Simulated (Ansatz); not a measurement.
Hypothetical Fddd WSi2, response to strain

Start from WSi2 (space group Fddd, No. 70; a hypothetical phase, not in the database extracts checked).

```xyz
6
Lattice="0.0000 3.9741 4.4866 2.2955 0.0000 4.4866 2.2955 3.9741 0.0000" Properties=species:S:1:pos:R:3 pbc="T T T"
Si     2.2955     5.2737     4.4866
Si     2.2955     2.6744     4.4866
Si     3.4433     4.6614     6.7299
Si     3.4433     7.2608     6.7299
W      0.0000     0.0000     0.0000
W      1.1478     1.9870     2.2433
```

Cartesian axes are those of the cell as printed.

Strains are applied to the cell and any free atomic positions relax.

Level of theory: PBE (Ansatz, a first-principles code; PAW; 420 eV plane waves; no spin-orbit coupling).

Notes on the quantities. energy relative to the base: free energy F; pressure: mean of the normal stresses, compression positive.

```json
[
 {"variant": "base", "energy relative to the base": "0 meV/atom", "pressure": "0.0 GPa", "volume per atom": "13.64 Å³"},
 {"variant": "isotropic strain −1.11 %", "energy relative to the base": "[?]", "pressure": "[?]", "volume per atom": "13.19 Å³"},
 {"variant": "isotropic strain −0.82 %", "energy relative to the base": "+5.7 meV/atom", "pressure": "5.7 GPa", "volume per atom": "13.31 Å³"},
 {"variant": "isotropic strain +5.28 %", "energy relative to the base": "+193 meV/atom", "pressure": "-23.5 GPa", "volume per atom": "15.92 Å³"},
 {"variant": "tensor shear ε_xy = −0.93 %", "energy relative to the base": "+2.6 meV/atom", "pressure": "0.1 GPa", "volume per atom": "13.64 Å³"}
]
```

Problem. What belongs in the blanks?

Solution. 
- isotropic strain −1.11 %, energy relative to the base: +11 meV/atom
- isotropic strain −1.11 %, pressure: 7.8 GPa

Without a gap, meshes like the base's 13×13×13 leave anisotropic stresses uncertain by several tenths of a GPa, and small strain energies with them. Stability against distortions was not tested. The final runs are not spin-polarised.
